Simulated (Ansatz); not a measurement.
**Several settings converged on a (110) slab of CuAu (cut from a parent of space group no. 123; 10 atoms in the cell)**

```yaml
crystal:
  lattice:
    - [3.68835, 0.00000, 0.00000]
    - [0.00000, 3.97960, 0.00000]
    - [0.00000, 0.00000, 21.95920]
  atoms:
    - { symbol: Cu, position: [0.00000, 0.75000, 0.31877] }
    - { symbol: Au, position: [0.50000, 0.25000, 0.31877] }
    - { symbol: Cu, position: [0.00000, 0.25000, 0.40939] }
    - { symbol: Au, position: [0.50000, 0.75000, 0.40939] }
    - { symbol: Cu, position: [0.00000, 0.75000, 0.50000] }
    - { symbol: Au, position: [0.50000, 0.25000, 0.50000] }
    - { symbol: Cu, position: [0.00000, 0.25000, 0.59061] }
    - { symbol: Au, position: [0.50000, 0.75000, 0.59061] }
    - { symbol: Cu, position: [0.00000, 0.75000, 0.68123] }
    - { symbol: Au, position: [0.50000, 0.25000, 0.68123] }
```

Base method: PBEsol, default PAW files made with PBE (plane waves; Ansatz, an electronic-structure program).

Base settings: basis.ecutwfc = 420 eV; kpoints.mp_grid.grid = 5 5 1; hamiltonian.xc = pbesol; hamiltonian.pseudopotentials = {kind: paw} (the program's default PAW files); scf.occupations.method = fermi_dirac; scf.occupations.width = 0.1 eV.

The count of work is k-points × plane waves × bands × iterations; it is no time. 

**The vacuum**

The mesh stays at the base's, so the ladder's end is converged at best in this setting alone.

Only quantities that move along the ladder and can be compared are tabulated.

| vacuum between outermost atoms (Å) | free energy less the last step's (meV/atom) | largest difference of a force vector from the last step's (eV/Å) | count of work / last |
|---|---|---|---|
| 3.0 | -103.87 | 0.903 | 0.29 |
| 4.0 | -19.21 | 0.267 | 0.31 |
| 5.0 | -0.47 | 0.021 | 0.34 |
| 6.0 | 0.56 | 0.007 | 0.33 |
| 7.0 | 0.20 | 0.003 | 0.35 |
| 8.0 | 0.06 | 0.001 | 0.38 |
| 10.0 | 0.00 | 0.000 | 0.43 |
| 12.0 | 0.00 | 0.000 | 0.47 |
| 14.0 | 0.00 | 0.000 | 0.58 |
| 17.0 | 0.00 | 0.000 | 0.66 |
| 20.0 | 0.01 | 0.000 | 0.74 |
| 25.0 | 0.00 | 0.000 | 0.78 |
| 30.0 | 0.00 | 0.000 | 1.0 |

Smallest vacuum between outermost atoms (Å) that holds the free energy within 1 meV/atom of the last step, with all finer ones: 5.0, at 0.34 of the last step's count of work; the step before is off by 19 meV/atom.

Smallest vacuum between outermost atoms (Å) that holds the forces within 0.005 eV/Å of the last step, with all finer ones: 7.0, at 0.35 of the last step's count of work; the step before is off by 0.007 eV/Å.

**The k-point mesh**

Only quantities that move along the ladder and can be compared are tabulated.

| kpoints.mp_grid.grid | free energy less the last step's (meV/atom) | largest difference of a force vector from the last step's (eV/Å) | count of work / last |
|---|---|---|---|
| 2 2 1 | 109.38 | 0.057 | 0.030 |
| 3 3 1 | 41.05 | 0.135 | 0.025 |
| 4 3 1 | 5.99 | 0.074 | 0.042 |
| 4 4 1 | -4.01 | 0.064 | 0.062 |
| 5 5 1 | 7.98 | 0.023 | 0.057 |
| 6 5 1 | 2.06 | 0.020 | 0.083 |
| 7 6 1 | -4.75 | 0.027 | 0.10 |
| 8 7 1 | 2.49 | 0.011 | 0.13 |
| 9 8 1 | -0.60 | 0.014 | 0.16 |
| 10 10 1 | -0.75 | 0.014 | 0.23 |
| 12 11 1 | 0.22 | 0.008 | 0.27 |
| 14 13 1 | -0.32 | 0.004 | 0.35 |
| 17 16 1 | 0.11 | 0.001 | 0.51 |
| 20 18 1 | 0.12 | 0.001 | 0.69 |
| 23 21 1 | 0.00 | 0.000 | 1.0 |

Coarsest kpoints.mp_grid.grid that holds the free energy within 0.5 meV/atom of the last step, with all finer ones: 12 11 1, at 0.27 of the last step's count of work; the step before is off by 0.75 meV/atom.

Coarsest kpoints.mp_grid.grid that holds the forces within 0.005 eV/Å of the last step, with all finer ones: 14 13 1, at 0.35 of the last step's count of work; the step before is off by 0.008 eV/Å.

**The plane-wave cutoff**

The mesh stays at the base's, so the ladder's end is converged at best in this setting alone.

Only quantities that move along the ladder and can be compared are tabulated.

| basis.ecutwfc | free energy less the last step's (meV/atom) | largest difference of a force vector from the last step's (eV/Å) | count of work / last |
|---|---|---|---|
| 210 eV | 8813.33 | 0.235 | 0.17 |
| 250 eV | 1869.12 | 0.397 | 0.20 |
| 295 eV | 235.21 | 0.040 | 0.26 |
| 355 eV | 8.01 | 0.001 | 0.28 |
| 420 eV | 2.20 | 0.001 | 0.39 |
| 505 eV | 0.45 | 0.000 | 0.46 |
| 630 eV | 0.13 | 0.000 | 0.65 |
| 840 eV | 0.00 | 0.000 | 1.0 |

Coarsest basis.ecutwfc that holds the forces within 0.02 eV/Å of the last step, with all finer ones: 355 eV, at 0.28 of the last step's count of work; the step before is off by 0.040 eV/Å.

Coarsest basis.ecutwfc that holds the free energy within 2 meV/atom of the last step, with all finer ones: 505 eV; the step before is off by 2.2 meV/atom.

On the base run: the starting cell has typed, rounded lattice constants, without a prior relaxation at this level. The slab is cut from that crystal, and its faces are unrelaxed. Its lattice was rescaled by up to half a per cent. Spin polarisation is off. Without a gap this mesh is coarse (it stands for a supercell whose shortest in-plane vector is 18 Å).

Keys are those of Ansatz 0.2.
